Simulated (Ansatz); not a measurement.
Take Mo in the bcc (W type) structure (space group Im-3m, No. 229; a = 3.130 Å; relaxed with 0.1 eV smearing) as the base. Axes: x, y, z lie along the cube axes.

All numbers come from Kohn–Sham DFT with the PBEsol functional, run in Ansatz (a quantum-chemistry and plane-wave program) with PAW and 420 eV plane waves, no spin-orbit coupling.

Perturbation: the cell is stretched by 2.00 % along z with no lateral relaxation; the atoms relax in the strained cell.

Question: Predict the stress tensor and what it implies for the stiffness.

Answer: Stress of the strained cell less that of the base (GPa, compression positive):
```
   -3.3     0.0     0.0
    0.0    -3.3     0.0
    0.0     0.0    -9.2
```

Then −Δσ_ii/ε with ε = 0.0200 gives secant stiffness values (nonlinear terms included at this strain): C33 ≈ 462 GPa, C13 ≈ 164 GPa and C23 ≈ 164 GPa.

As a check, the harmonic strain energy −½ V₀ Δσ:ε is 8.8 meV/atom; the computed energy rise is 9.0 meV/atom.

No phonon test of stability was made. All final runs are without spin polarisation.
